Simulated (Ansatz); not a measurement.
PdGe (space group Pnma, No. 62)

```
PdGe
1.0
    5.77813     0.00000     0.00000
    0.00000     3.56287     0.00000
    0.00000     0.00000     6.27947
Ge Pd
4 4
Direct
  0.81443   0.75000   0.57792
  0.18557   0.25000   0.42208
  0.68557   0.25000   0.07792
  0.31443   0.75000   0.92208
  0.99677   0.75000   0.19118
  0.00323   0.25000   0.80882
  0.50323   0.25000   0.69118
  0.49677   0.75000   0.30882
```

All numbers come from Kohn–Sham DFT with the r2SCAN functional, run in Ansatz (an electronic-structure program) with PAW and 500 eV plane waves, scalar-relativistic without spin-orbit coupling, earlier PAW set. Settings: 8×13×8 k-points, 0.05 eV Fermi–Dirac smearing.

```yaml
volume_per_atom: 16.16 Å³
density: 9.20 g/cm³
band_gap: zero
total_energy: -5644.757 eV/atom (σ→0; compares only within this code and set-up)
```

Whether these cells are dynamically stable was not tested. The final runs are not spin-polarised.
